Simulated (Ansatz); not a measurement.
# NbH2 (Fm-3m): resistivity and electron-phonon coupling

Input:

```yaml
crystal:
  lattice:
    - [0.00000, 2.25904, 2.25904]
    - [2.25904, 0.00000, 2.25904]
    - [2.25904, 2.25904, 0.00000]
  atoms:
    - { symbol: Nb, position: [0.00000, 0.00000, 0.00000] }
    - { symbol: H, position: [0.25000, 0.25000, 0.25000] }
    - { symbol: H, position: [0.75000, 0.75000, 0.75000] }
```

Calculation: PBEsol, DFPT electron-phonon coupling, linearised Boltzmann equation (plane waves, PAW, scalar-relativistic; Ansatz, a quantum-chemistry and plane-wave program). Geometry: relaxed with this functional, without spin-orbit coupling.

```
Item                                                                                                     Value
----------------------------------------------------------------------------------  --------------------------
resistivity at 300 K                                                                                11.3 μΩ·cm
resistivity at 77 K                                                                                 1.16 μΩ·cm
electron mean free path at 300 K (weighted by the current that each state carries)                      7.7 nm
electron-phonon coupling λ                                                                                0.38
transport coupling λ_tr                                                                                   0.41
logarithmic mean phonon energy                                                                          23 meV
density of states at the Fermi level                                                0.46 states/(eV·spin·cell)
Drude plasma energy                                                                                     6.0 eV
Hall coefficient at 300 K                                                                    -17.0 ×10⁻¹¹ m³/C
Tc for μ* = 0.10 (anisotropic Eliashberg)                                                               1.02 K
Tc for μ* = 0.13 (anisotropic Eliashberg)                                                            below 1 K
```

A metal at this level (no band gap). Only scattering by harmonic phonons is included (no impurities, grain boundaries, electron-electron scattering or thermal expansion). Spin-orbit coupling is left out. Halving the electron mesh (32x32x32) moves the resistivity by up to 3 % at 300 K, the mean free path by up to 1 %, the coupling by up to 2 %. Smearing 0.20 eV; phonons on a 5x5x5 q mesh, which this run doesn't test and which matters most at low temperature. Tc comes from the anisotropic Migdal-Eliashberg equations with μ*, a chosen number, referred to 52 meV.

Formula and space group known from diffraction (Crystallography Open Database), not checked to be the room-temperature form: NbH2 (Fm-3m).
